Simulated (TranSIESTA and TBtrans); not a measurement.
System: 1,4-phenylene held by thiolate S between two Au chains. Leads: straight Au chain, spacing 2.55 Å. Geometry: 14 atoms about the centre moved by SIESTA (PBE, SZP) to a largest force of 0.06 eV/Å, all others as built. Transport runs along z; the first 6 and the last 6 of the 30 atoms are the lead cells, repeated to infinity.

```xyz
30
Lattice="12.032 0.000 0.000 0.000 12.032 0.000 0.000 0.000 51.357" Properties=species:S:1:pos:R:3 pbc="F F T"
Au     6.016     6.016     0.000
Au     6.016     6.016     2.550
Au     6.016     6.016     5.100
Au     6.016     6.016     7.650
Au     6.016     6.016    10.200
Au     6.016     6.016    12.750
Au     6.016     6.016    15.300
Au     6.016     6.016    17.850
Au     5.697     5.935    20.356
S      7.562     6.448    21.537
C      6.694     6.202    23.111
C      6.692     4.912    23.785
C      6.022     4.730    25.033
C      5.338     5.830    25.697
S      4.473     5.584    27.271
C      5.341     7.121    25.023
C      6.011     7.303    23.775
H      7.247     4.033    23.271
H      6.004     3.697    25.558
H      4.786     8.000    25.537
H      6.028     8.336    23.250
Au     6.335     6.097    28.456
Au     6.016     6.016    30.957
Au     6.016     6.016    33.507
Au     6.016     6.016    36.057
Au     6.016     6.016    38.607
Au     6.016     6.016    41.157
Au     6.016     6.016    43.707
Au     6.016     6.016    46.257
Au     6.016     6.016    48.807
```

Run with TranSIESTA and TBtrans (open boundaries, self-consistent; PseudoDojo norm-conserving potentials, scalar-relativistic): PAO.BasisSize DZP, PAO.EnergyShift 0.15 eV, XC.Authors PBE, Mesh.Cutoff 150 Ry, ElectronicTemperature 300 K, TS.Voltage 0.0 eV, TBT.Elecs.Eta 0.001 eV, no spin polarisation.

Energies count from the leads' Fermi level. Transmissions are for one spin of a degenerate pair. The energy step is 0.02 eV; narrower resonances are cut or missed.

```tsv
E (eV)	T
-0.20	0.641
-0.16	0.664
-0.12	0.806
-0.08	0.684
-0.04	0.604
0.00	0.553
0.04	0.572
0.08	0.569
0.12	0.566
0.16	0.562
0.20	0.560
```

Problem. Give the zero-bias conductance in μS and the resistance at 300 K.

Solution. At the Fermi level T = 0.553. Averaged with −∂f/∂E over the full grid (kT = 25.9 meV) it is 0.584. With G0 = 2e²/h = 77.48 μS, G = 45.2 μS and R = 1/G = 22.1 kΩ.

Problem. The eigenchannels at the Fermi level transmit 0.553. What Fano factor of the shot noise follows at low temperature and bias?

Solution. F = Σ τ(1 − τ)/Σ τ = 0.247/0.553 = 0.45.

The leads' channel count changes near -0.01 eV, within the thermal window, so values at the Fermi level hang on where that band edge falls. The leads are straight chains one atom wide, held at their spacing: model electrodes, not surfaces. Semilocal functionals put molecular levels too close to the Fermi level and tend to overestimate such conductances.
